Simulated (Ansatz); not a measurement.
Consider the following.

```xyz
2
Lattice="3.8700 0.0000 0.0000 0.0000 3.8700 0.0000 1.9350 1.9350 2.7365" Properties=species:S:1:pos:R:3 pbc="T T T"
Al     0.0000     0.0000     0.0000
P      1.9350     3.8700     1.3682
```

Space group of this cell: F-43m, zinc blende. The cell is taken as given.

The current runs along the normal of the first two printed vectors, the (001) plane. All runs by Ansatz (a quantum-chemistry and plane-wave program), plane waves and PAW, without spin-orbit coupling; the base is PBEsol.

| run | mean pressure (GPa) | gap (eV) | mid-gap κ (1/Å) |
|---|---|---|---|
| base | -0.1 | 1.46 | 0.166 |
| all lengths scaled by 0.98 | 5.8 | 1.33 | 0.173 |
| all lengths scaled by 1.02 | -4.7 | 1.56 | 0.156 |
| lda in place of pbesol | -1.9 | 1.46 | 0.164 |
| lengths across the current scaled by 0.98, ions clamped | 3.7 | ? | ? |
| lengths across the current scaled by 1.02, ions clamped | -3.3 | 1.41 | ? |
| lengths along the current scaled by 0.97, ions clamped | 2.6 | ? | ? |
| lengths along the current scaled by 1.03, ions clamped | -2.6 | 1.41 | 0.168 |

Question: What belongs in the gaps?

Answer: 
- lengths across the current scaled by 0.98, ions clamped, gap (eV): 1.31
- lengths across the current scaled by 0.98, ions clamped, mid-gap κ (1/Å): 0.176
- lengths across the current scaled by 1.02, ions clamped, mid-gap κ (1/Å): 0.155
- lengths along the current scaled by 0.97, ions clamped, gap (eV): 1.20
- lengths along the current scaled by 0.97, ions clamped, mid-gap κ (1/Å): 0.161
